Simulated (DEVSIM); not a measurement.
**abrupt Si p-n junction**

System: abrupt Si p-n junction, at 300 K.

```csv
layer (left to right),material,thickness (μm),Nd (cm⁻³),Na (cm⁻³),τn (s),τp (s)
1,Si,0.130,-,2e17,1.2e-6,1.2e-6
2,Si,1.00,1.1e13,-,1.2e-6,1.2e-6
```

Left contact: ohmic. Right contact: ohmic. Voltage is applied to the left contact. Recombination: SRH at mid-gap, Auger. Mobility is constant in doping.

Constants are typed, rounded textbook-type inputs, not results; the design itself was drawn at random and stands for no fabricated device. Values at 300 K.

```tsv
parameter	Si
gap (eV)	1.124
affinity (eV)	4.05
permittivity	11.7
Nc (cm⁻³)	2.86e19
Nv (cm⁻³)	3.1e19
μn (cm²/Vs)	1417
μp (cm²/Vs)	470
Cn (cm⁶/s)	2.8e-31
Cp (cm⁶/s)	9.9e-32
```

Simulated with DEVSIM: 1D drift-diffusion, Boltzmann statistics, complete ionisation; no tunnelling, impact ionisation, image-force lowering or self-heating.

The potential step across the device at zero bias is 0.612 V and the largest field in the device at zero bias is 25000 V/cm. The dark forward voltage at 1 A/cm² is 0.362 V. The dark forward voltage at 100 A/cm² is 0.633 V.

Dark forward current:

(V (V), J (A/cm²)): (0.05, 2.2e-5); (0.15, 0.00095); (0.30, 0.16); (0.40, 2.7); (0.55, 35); (0.65, 120); (0.75, 210); (0.90, 340); (1.00, 430); (1.10, 540); (1.25, 710); (1.35, 840); (1.50, 1100); (1.60, 1200)
